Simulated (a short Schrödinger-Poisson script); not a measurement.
# Gated Al0.25Ga0.75As/GaAs δ-doped gas

System: gated Al0.25Ga0.75As/GaAs δ-doped gas, at 300 K.

```
layer        material  thickness (nm)  Na (cm⁻³)
-----  --------------  --------------  ---------
1      Al0.25Ga0.75As              10          -
2      Al0.25Ga0.75As               2          -
3                GaAs            6000       2e14
```

The device is made up for the run: typed textbook-type constants, with dimensions and the other settings drawn at random. Al0.25Ga0.75As: permittivity 12.19, conduction-band edge (eV) 0.198, gap (eV) 1.736, electron mass (mₑ) 0.0878, Nv at 300 K (cm⁻³) 9e18. GaAs: permittivity 12.9, conduction-band edge (eV) 0, gap (eV) 1.424, Nv at 300 K (cm⁻³) 9e18.

Channel valleys (confinement mass, in-plane density-of-states mass, number): Γ 0.067, 0.067, 1. At the gate the conduction-band edge of layer 1 lies 0.95 eV − eVg above the Fermi level of the channel; the field vanishes at the back. Sheet of ionised δ-doping: +1.8e12 e/cm² at 10 nm from the gate. The barrier under the gate holds no holes. Gaps are held at their typed values at every temperature. Mesh 0.08 nm at interfaces.

From a short Schrödinger-Poisson script (our own, NumPy): 1D Poisson equation in equilibrium, electrons quantum, Hartree plus LDA exchange-correlation (BenDaniel-Duke, 40 states a valley, the channel's in-plane mass for all, wave functions free to enter the barrier), parabolic valleys, classical holes, full ionisation, no traps, pinning or gate leakage.

```tsv
Vg (V)	electrons (cm⁻²)	in the channel layer	C (μF/cm²)	Γ E0 (meV)	Γ E1 (meV)
0.5	1.79e11	1.77e11	0.370	54.3	77.8
0.4	2.60e10	2.59e10	0.119	114.6	128.9
0.3	8.33e8	8.30e8	0.00944	207.5	219.2
0.2	1.88e7	1.87e7	0.00479	306.8	318.0
```

Gate voltages with under 1e6 electrons/cm² are left out.

Subbands count from the Fermi level.
